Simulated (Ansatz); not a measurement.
**Pressure series in AlV2C**

The parent structure is AlV2C (space group P6_3/mmc, No. 194; a = 2.8848 Å, c = 13.1174 Å).

Cell and atoms are relaxed at each pressure.

Method: r2SCAN (Ansatz, an electronic-structure program), spin-orbit coupling left out.

```
pressure (GPa)  volume per atom (Å³/atom)
--------------  -------------------------
-2                                 11.948
-1                                 11.881
0                                  11.817
0.3                                11.799
0.7                                11.774
1.5                                     ?
3                                  11.635
5                                  11.522
7.5                                11.388
```

Fit the third-order Birch–Murnaghan form P(V) = (3B₀/2)[(V₀/V)^(7/3) − (V₀/V)^(5/3)]·[1 + (3/4)(B₀′ − 4)((V₀/V)^(2/3) − 1)] (squares taken in P) to the rows shown and predict the withheld row.

Least squares on the printed values gives V₀ = 11.817 Å³/atom, B₀ = 187 GPa, B₀′ = 4.4; this predicts 11.724 Å³/atom, and the run gives 11.725 Å³/atom, in agreement.

Load acts through the strain it causes; cell and atoms are relaxed under it. No phonon test of stability was made. Competing high-pressure phases were not computed. Starting moments died away, wholly or in part, for the base; another magnetic solution may exist. All final runs are without spin polarisation.
